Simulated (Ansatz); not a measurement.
TePt (model structure, Cmcm, No. 63, 4 atoms in the cell), treated with r²SCAN in Ansatz (plane waves, PAW).

Settings: plane-wave cutoff 560 eV, 16×16×14 k mesh (along the axes of the cell as run), Fermi–Dirac smearing 0.05 eV, scalar-relativistic PAW data made under PBE.

Cell (relaxed at this level):

PtTe has the orthorhombic space group Cmcm (No. 63), Pearson symbol oS8. Lattice parameters: a = 3.9865 Å, b = 10.7973 Å, c = 3.8826 Å, α = β = γ = 90.00°. Te on 4c is surrounded by 1 Pt at 2.668 Å and 4 Pt at 2.806 Å and 2 Pt at 3.381 Å (no clear gap to further neighbours). Pt on 4c is coordinated by 1 Te at 2.668 Å and 4 Te at 2.806 Å and 2 Te at 3.381 Å. (Neighbours: up to the widest gap in distance over summed covalent radii, below 1.35, at either atom; cation-cation and far metal-metal contacts left out.)
(The calculation used a cell of 4 atoms; values per cell refer to that cell.)

Question: Estimate the bulk modulus B0 that the calculation returns.

Answer: 
- bulk modulus B0 = 111 GPa

The run finds no gap.

Note: the bulk modulus is −V dP/dV from two relaxed cells at ±2 % in volume; the relaxation could raise the start's symmetry but not lower it, so the cell can be a saddle point.

Spin–orbit coupling is not included; it can open a gap where bands touch, and shift volumes and moduli.

Static lattice: no zero-point or thermal effects.

A model structure was made by putting elements into a prototype or built by hand; it is no filed structure, need not be a known phase, and can be a saddle point held by its symmetry.

Ansatz is a quantum-chemistry and plane-wave program.
